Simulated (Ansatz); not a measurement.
Worked example: self-consistent single point of LuP (I4mm, 2 atoms in the cell) in Ansatz (a quantum-chemistry and plane-wave program).

Computed with LDA (PW92), default PAW files made with PBE (plane waves; Ansatz).

```
LuP
1.0
    0.00000     2.74805     2.74805
    2.74805     0.00000     2.74805
    2.74805     2.74805     0.00000
Lu P
1 1
Direct
  0.00910   0.00910   0.99090
  0.50000   0.50000   0.50000
```

Reference input (self-consistent single point, DFT, LDA (PW92), plane waves, default PAW files made with PBE): basis.ecutwfc = 420 eV; kpoints.mp_grid.grid = 10 10 10; hamiltonian.xc = lda; hamiltonian.pseudopotentials = {kind: paw} (the program's default PAW files); scf.occupations.method = fermi_dirac; scf.occupations.width = 0.1 eV. This run's input differs from it in these lines:

Ansatz 0.2 input:
```diff
@@ -10,3 +10,3 @@
 basis:
-  ecutwfc: 420.0
+  ecutwfc: 210.0
 kpoints:
```

Log, with long lists cut:

```
SCF iter   1: F=—  HF=-15218.370783 eV  |F-HF|=—  |Δ(HF+E_count)|=         —  Δρ=3.32e-2  dr2=2.33e-1  ethr=1.77e-3  ⟨swp⟩=5.0  Hψ=7733  notcnv=0
all-band conjugate gradients solve this SCF's bands
preconditioner: auto → Kerker (q_TF=auto, 2.585 Å⁻¹)
SCF iter   2: F=—  HF=-15216.258018 eV  |F-HF|=—  |Δ(HF+E_count)|=    2.11e0  Δρ=2.34e-2  dr2=2.26e-1  ethr=7.78e-4  ⟨swp⟩=3.5  Hψ=6142  notcnv=0
   [... lines left out ...]
SCF iter   5: F=—  HF=-15216.157186 eV  |F-HF|=—  |Δ(HF+E_count)|=   5.05e-4  Δρ=8.66e-4  dr2=1.97e-4  ethr=1.49e-5  ⟨swp⟩=2.0  Hψ=3479  notcnv=0
SCF iter   6: F=—  HF=-15216.157116 eV  |F-HF|=—  |Δ(HF+E_count)|=   7.07e-5  Δρ=1.55e-4  dr2=1.59e-5  ethr=6.55e-7  ⟨swp⟩=2.0  Hψ=3511  notcnv=0
SCF iter   7: F=—  HF=-15216.157111 eV  |F-HF|=—  |Δ(HF+E_count)|=   4.11e-6  Δρ=3.65e-5  dr2=7.01e-7  ethr=5.32e-8  ⟨swp⟩=2.1  Hψ=2402  notcnv=0
SCF iter   8: F=-15216.157111 eV  HF=-15216.157111 eV  |F-HF|=2.27e-9  |Δ(HF+E_count)|=   4.78e-8  Δρ=7.03e-6  dr2=1.70e-8  ethr=3.33e-10  ⟨swp⟩=7.0  Hψ=9116  notcnv=0
SCF 1 converged in 8 iterations: F = -15216.157111 eV  dr2 = 1.70e-8
Free energy (F): -15216.157111 eV
Internal energy: -15216.148764 eV  (E = F + TS)
E sigma→0 (E₀):  -15216.152937 eV
Entropy (-TS):   -0.008348 eV (-4.174 meV/atom)
Fermi energy:    12.365901 eV
--- Forces (eV/Å), atoms counted from 1 ---
  atom   1  Lu     0.00000000     0.00000000    -0.25604565
  atom   2  P     -0.00000000     0.00000000     0.25602265
--- Stress (GPa, compression-positive) ---
       -2.885096       0.000000       0.000000
        0.000000      -2.885096       0.000000
        0.000000       0.000000      -2.618264
  P = ⅓ Tr σ = -2.7962 GPa (-27.962 kbar)
  The stress holds the Pulay correction. Without it, at fixed plane waves, as pw.x and ABINIT print it: P = -127.6413 GPa
```

The run converged in 8 iterations. Against the reference run the free energy goes up by 3.01 eV/atom, the pressure goes from -5.16 to -2.80 GPa and the largest force goes from 0.277 to 0.256 eV/Å.

The starting cell comes from a database of computed structures (which also holds hypothetical and non-ambient phases and stackings), without a prior relaxation at this level. Its lattice was rescaled by up to half a per cent. One atom was moved a little off its site on purpose. Ansatz's pressure includes its estimate of the finite-basis (Pulay) stress. Without the estimate this run gives -127.64 GPa. The cutoff lies below the one recommended for these files. The run gives no clean gap (levels at the Fermi energy touch, overlap or are partly filled at this smearing), which alone does not show that the compound is a metal.
